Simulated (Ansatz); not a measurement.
```
ZrSi2
1.0
    1.85222    -7.12909     0.00000
    1.85222     7.12909     0.00000
    0.00000     0.00000     3.67894
Si Zr
4 2
Cartesian
  1.85222  -6.34047   2.75920
  1.85222   6.34047   0.91973
  1.85222   3.56741   2.75920
  1.85222  -3.56741   0.91973
  1.85222  -1.48070   2.75920
  1.85222   1.48070   0.91973
```

No spin polarisation.

Computed with PBE (Ansatz, an electronic-structure program), no SOC. k-mesh 13×13×13 (Γ-centred); smearing 0.05 eV (Fermi–Dirac).

Q: Predict the band gap.

A: Zero.

Q: What pressure (mean of the normal stresses, compression positive) does the calculation give?

A: 4.3 GPa.

The cells carry an imposed strain or load. Stability against distortions was not tested. The final runs are not spin-polarised. The cell was made from ZrSi₂ (space group Cmcm, No. 63) by this change: uniaxial strain ε_yy = −3.61 %.
